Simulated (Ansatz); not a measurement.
The reference is SiC in the wurtzite structure (space group P6_3mc, No. 186).

```cif
data_C2Si2
_chemical_formula_sum 'Si2 C2'
_space_group_name_H-M_alt 'P 1'
_space_group_IT_number 1
_cell_length_a 3.07548
_cell_length_b 3.07548
_cell_length_c 5.04859
_cell_angle_alpha 90.000
_cell_angle_beta 90.000
_cell_angle_gamma 120.000
loop_
_space_group_symop_operation_xyz
  'x, y, z'
loop_
_atom_site_label
_atom_site_type_symbol
_atom_site_fract_x
_atom_site_fract_y
_atom_site_fract_z
_atom_site_occupancy
Si1 Si 0.66667 0.33333 0.00050 1
Si2 Si 0.33333 0.66667 0.50050 1
C1 C 0.66667 0.33333 0.62470 1
C2 C 0.33333 0.66667 0.12470 1
```

The values are results of r2SCAN in Ansatz (plane waves to 500 eV, PAW, no spin-orbit coupling), earlier PAW set, not measurements.

Before the change:

The volume per atom is 10.34 Å³.

It is then changed as follows: hydrostatic tension (pressure −1 GPa).

Q: Estimate the effect on the volume per atom.

A: The volume per atom grows by 0.046 Å³ (10.34 Å³ → 10.38 Å³).

Load acts through the strain it causes; cell and atoms are relaxed under it. Whether these cells are dynamically stable was not tested.

Ansatz is an electronic-structure program.
